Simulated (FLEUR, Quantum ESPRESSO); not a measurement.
A Quantum ESPRESSO input for a self-consistent single point of La2Cu3Ni (Pmm2, 6 atoms in the cell) (DFT, PBEsol, plane waves, SSSP 1.1.2 efficiency (PBE) pseudopotentials):

```fortran
&control
  calculation = 'scf',
  prefix = 'scf',
  outdir = './out',
  pseudo_dir = './',
  tprnfor = .true.,
  tstress = .true.,
/
&system
  ibrav = 8,
  celldm(1) = 7.30887483,
  celldm(2) = 1.1059650592,
  celldm(3) = 1.8893396317,
  nat = 6,
  ntyp = 3,
  ecutwfc = 50,
  ecutrho = 400,
  occupations = 'smearing',
  smearing = 'fd',
  degauss = 0.0073499,
  input_dft = 'pbesol',
/
&electrons
  conv_thr = 1.0d-9,
  mixing_beta = 0.7,
/
ATOMIC_SPECIES
La   138.9055  La.GGA-PBE-paw-v1.0.UPF
Cu    63.5460  Cu_pbe_v1.2.uspp.F.UPF
Ni    58.6934  ni_pbe_v1.4.uspp.F.UPF
ATOMIC_POSITIONS crystal
La    0.00000000    0.50000000    0.01096000
La    0.00000000    0.00000000    0.49213000
Cu    0.50000000    0.00000000    0.83332000
Cu    0.50000000    0.00000000    0.16962000
Cu    0.50000000    0.50000000    0.66381000
Ni    0.50000000    0.50000000    0.33016000
K_POINTS automatic
6 5 3  0 0 0
```

Q: Give the FLEUR input for the same structure, mesh, smearing and functional.

A: One input that does it (others would too):

Input of the input generator:

```
La2Cu3Ni FLAPW
&input film=f /
3.8676900000 0.0000000000 0.0000000000
0.0000000000 4.2775300000 0.0000000000
0.0000000000 0.0000000000 7.3073800000
1.8897261246
1.0 1.0 1.0

6
57 0.0000000000 0.5000000000 0.0109600000
57 0.0000000000 0.0000000000 0.4921300000
29 0.5000000000 0.0000000000 0.8333200000
29 0.5000000000 0.0000000000 0.1696200000
29 0.5000000000 0.5000000000 0.6638100000
28 0.5000000000 0.5000000000 0.3301600000

&comp jspins=1 /
&exco xctyp='PBEs' /
&kpt div1=6 div2=5 div3=3 gamma=t /
&end /
```

```xml
<?xml version="1.0" encoding="UTF-8" standalone="no"?>
<fleurInput fleurInputVersion="0.39">
   <comment>
      La2Cu3Ni FLAPW                                                                                      
   </comment>
   <calculationSetup>
      <cutoffs Kmax="3.8" Gmax="15.2" GmaxXC="15.2" numbands="0"/>
      <scfLoop itmax="100" minDistance="0.00001" maxIterBroyd="15" imix="Anderson" alpha="0.05" precondParam="0.0" spinf="2.0"/>
      <coreElectrons ctail="T" frcor="F" kcrel="0" coretail_lmax="0"/>
      <xcFunctional name="PBEs" relativisticCorrections="F"/>
      <magnetism jspins="1"/>
      <soc l_soc="F" theta="0.0" phi="0.0" spav="F"/>
      <expertModes spex="0" secvar="F"/>
      <geometryOptimization l_f="T" forcealpha="1.0" forcemix="BFGS" epsdisp="0.00001" epsforce="0.00001"/>
      <ldaU l_linMix="F" mixParam="0.05" spinf="1.0"/>
   </calculationSetup>
   <cell>
      <bzIntegration valenceElectrons="71.0" mode="hist" fermiSmearingEnergy="0.00367493">
         <kPointListSelection listName="default-1"/>
         <!-- k-points included here -->
         <xi:include xmlns:xi="http://www.w3.org/2001/XInclude" href="kpts.xml"> </xi:include>
      </bzIntegration>
      <!-- symmetry operations included here -->
      <xi:include xmlns:xi="http://www.w3.org/2001/XInclude" href="sym.xml"> </xi:include>
      <bulkLattice scale="1.0">
         <bravaisMatrix>
            <row-1>    7.3088748348541737     0.0000000000000000     0.0000000000000000</row-1>
            <row-2>    0.0000000000000000     8.0833601897602367     0.0000000000000000</row-2>
            <row-3>    0.0000000000000000     0.0000000000000000    13.8089468883795483</row-3>
         </bravaisMatrix>
      </bulkLattice>
   </cell>
   <atomSpecies>
      <species name="Lanthanum (La)" element="La" atomicNumber="57">
         <mtSphere radius="2.63" gridPoints="925" logIncrement="0.014"/>
         <atomicCutoffs lmax="10" lnonsphr="8"/>
         <electronConfig flipSpins="F">
            <coreConfig>(1s1/2) (2s1/2) (2p1/2) (2p3/2) (3s1/2) (3p1/2) (3p3/2) (4s1/2) (3d3/2) (3d5/2) (4p1/2) (4p3/2) (4d3/2) (4d5/2)</coreConfig>
            <valenceConfig>(5s1/2) (5p1/2) (5p3/2) (6s1/2) (5d3/2) (5d5/2)</valenceConfig>
            <stateOccupation state="(5d3/2)" spinUp="0.2" spinDown="0.2"/>
            <stateOccupation state="(5d5/2)" spinUp="0.3" spinDown="0.3"/>
         </electronConfig>
         <energyParameters s="6" p="6" d="5" f="4"/>
         <lo type="SCLO" l="0" n="5" eDeriv="0"/>
         <lo type="SCLO" l="1" n="5" eDeriv="0"/>
      </species>
      <species name="Copper (Cu)" element="Cu" atomicNumber="29">
         <mtSphere radius="2.11" gridPoints="745" logIncrement="0.016"/>
         <atomicCutoffs lmax="8" lnonsphr="6"/>
         <electronConfig flipSpins="F">
            <coreConfig>(1s1/2) (2s1/2) (2p1/2) (2p3/2) (3s1/2) (3p1/2) (3p3/2)</coreConfig>
            <valenceConfig>(4s1/2) (3d3/2) (3d5/2)</valenceConfig>
            <stateOccupation state="(4s1/2)" spinUp="0.5" spinDown="0.5"/>
         </electronConfig>
         <energyParameters s="4" p="4" d="3" f="4"/>
         <lo type="HELO" l="2" n="4" eDeriv="0"/>
      </species>
      <species name="Nickel (Ni)" element="Ni" atomicNumber="28">
         <mtSphere radius="2.11" gridPoints="745" logIncrement="0.016"/>
         <atomicCutoffs lmax="8" lnonsphr="6"/>
         <electronConfig flipSpins="F">
            <coreConfig>(1s1/2) (2s1/2) (2p1/2) (2p3/2) (3s1/2)</coreConfig>
            <valenceConfig>(3p1/2) (3p3/2) (4s1/2) (3d3/2) (3d5/2)</valenceConfig>
            <stateOccupation state="(3d3/2)" spinUp="1.6" spinDown="1.6"/>
            <stateOccupation state="(3d5/2)" spinUp="2.4" spinDown="2.4"/>
         </electronConfig>
         <energyParameters s="4" p="4" d="3" f="4"/>
         <lo type="SCLO" l="1" n="3" eDeriv="0"/>
      </species>
   </atomSpecies>
   <atomGroups>
      <atomGroup species="Lanthanum (La)">
         <relPos label="                   1">.0000000000 1.000/2.000 .0109600000</relPos>
         <force calculate="T" relaxXYZ="TTT"/>
      </atomGroup>
      <atomGroup species="Lanthanum (La)">
         <relPos label="                   2">.0000000000 .0000000000 .4921300000</relPos>
         <force calculate="T" relaxXYZ="TTT"/>
      </atomGroup>
      <atomGroup species="Copper (Cu)">
         <relPos label="                   3">1.000/2.000 .0000000000 -.1666800000</relPos>
         <force calculate="T" relaxXYZ="TTT"/>
      </atomGroup>
      <atomGroup species="Copper (Cu)">
         <relPos label="                   4">1.000/2.000 .0000000000 .1696200000</relPos>
         <force calculate="T" relaxXYZ="TTT"/>
      </atomGroup>
      <atomGroup species="Copper (Cu)">
         <relPos label="                   5">1.000/2.000 1.000/2.000 -.3361900000</relPos>
         <force calculate="T" relaxXYZ="TTT"/>
      </atomGroup>
      <atomGroup species="Nickel (Ni)">
         <relPos label="                   6">1.000/2.000 1.000/2.000 .3301600000</relPos>
         <force calculate="T" relaxXYZ="TTT"/>
      </atomGroup>
   </atomGroups>
   <output dos="F" band="F" slice="F">
      <checks vchk="F" cdinf="F"/>
      <bandDOS minEnergy="-.5*Htr" maxEnergy="0.5*Htr" sigma="0.015" storeEVData="T"/>
      <vacuumDOS vacdos="F" integ="F" star="F" nstars="0" locx1="0.0" locy1="0.0" locx2="0.0" locy2="0.0" nstm="0" tworkf="0.0"/>
      <unfoldingBand unfoldBand="F" supercellX="1" supercellY="1" supercellZ="1"/>
      <plotting iplot="0" polar="F">
         <plot TwoD="T" vec1="  1.0  0.0  0.0" vec2="  0.0  1.0  0.0" vec3="  0.0  0.0  1.0" zero="  0.0  0.0  0.0" file="plot"/>
      </plotting>
      <chargeDensitySlicing numkpt="0" minEigenval="0.0" maxEigenval="0.0" nnne="0" pallst="F"/>
      <specialOutput eonly="F"/>
      <magneticCircularDichroism mcd="F" energyLo="-10.0" energyUp="0.0"/>
   </output>
  <!-- We include the file relax.xml here to enable relaxations (see documentation) -->
  <xi:include xmlns:xi="http://www.w3.org/2001/XInclude" href="relax.xml"> <xi:fallback/> </xi:include>
</fleurInput>
```

Basis settings and potentials, where a program has them, do not carry over. This input uses DFT, PBEsol, all-electron FLAPW (FLEUR), scalar-relativistic valence.

The starting cell comes from a database of computed structures (which also holds hypothetical and non-ambient phases and stackings), without a prior relaxation at this level.
